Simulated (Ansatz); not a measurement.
The starting structures come from a database of crystals and need not be the phases stable at ambient conditions.

 Where the default PAW files enter, the runs use the earlier of Ansatz's two default sets.

```yaml
crystal:
  lattice:
    - [4.01132, 0.00000, 0.00000]
    - [-2.00566, 3.47391, 0.00000]
    - [2.00566, 1.15797, 6.54588]
  atoms:
    - { symbol: Al, position: [0.00048, 0.00024, 0.99928] }
    - { symbol: Ga, position: [0.99973, 0.49986, 0.50041] }
    - { symbol: As, position: [0.75031, 0.87516, 0.37453] }
    - { symbol: As, position: [0.74945, 0.37472, 0.87583] }
```

Space group of this cell: R3m. The cell is taken as given.

Calculation: r2SCAN (plane waves, PAW; Ansatz, a first-principles code).

The current runs along the normal of the first two printed vectors; no spin-orbit coupling. Scaled by the factor s: both lengths across the current (ions clamped). Meshes 10×10×10 and 12×12 across the current in all rows.

```tsv
s	mean pressure (GPa)	band gap (eV)
0.98	3.4	1.57
1.00	0.0	1.35
1.02	-2.6	?
```

Task: Take the slope of the band gap against ln s from the two given rows, extrapolate to s = 1.02, and say what the run there gives.

Result: Slope = (1.57 − 1.35) / ln 0.98 = -10.9 eV. The line gives 1.35 + (-10.9) × ln 1.02 = 1.13 eV. The run gives 1.01 eV, 0.12 eV under the line, 58 % of the predicted step.
